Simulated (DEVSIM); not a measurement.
Device: Ni/Si3N4/SiO2/p-Si capacitor, at 400 K.

Layer 1 from the left is Si3N4, thickness (nm) 11.0. Layer 2 from the left is SiO2, thickness (nm) 1.20. Layer 3 from the left is Si, thickness (nm) 4400, Na (cm⁻³) 1.7e16.

Metal gate on the left, work function 5.1 eV. Fixed charge at the semiconductor interface -2.2e10 cm⁻² (in units of +e); no interface traps.

This is a model device: material constants are rounded textbook-type values typed into the input, and sizes, dopings and lifetimes were drawn at random. Values at 300 K; Nc and Nv go as T^1.5, mobilities as T to minus their exponent, the gap by Varshni's rule with the affinity fixed.

Si3N4: gap (eV) 5.1, affinity (eV) 2.1, permittivity 7.5. SiO2: gap (eV) 9, affinity (eV) 0.9, permittivity 3.9. Si: gap (eV) 1.124, affinity (eV) 4.05, permittivity 11.7, Nc (cm⁻³) 2.86e19, Nv (cm⁻³) 3.1e19, Varshni α (eV/K) 0.000473, Varshni β (K) 636.

Question: Estimate by hand the flat-band voltage, the threshold voltage, and compare with a numerical solution.

Answer: 
- Flat-band voltage: C = 0.499 μF/cm², work-function difference 0.227 V; VFB = φms − qNf/C = 0.23 V; numerical 0.23 V.
- Threshold voltage: φF = 0.276 V, depletion charge √(4εqNφF) = 5.58e-8 C/cm²; VT = VFB + 2φF + Qd/C = 0.90 V; numerical 0.90 V.

DEVSIM, 1D Poisson equation in equilibrium, Boltzmann statistics, complete ionisation; no quantum confinement or tunnelling. Metal contacts follow the ideal Schottky-Mott rule: no Fermi-level pinning, no interface dipoles.
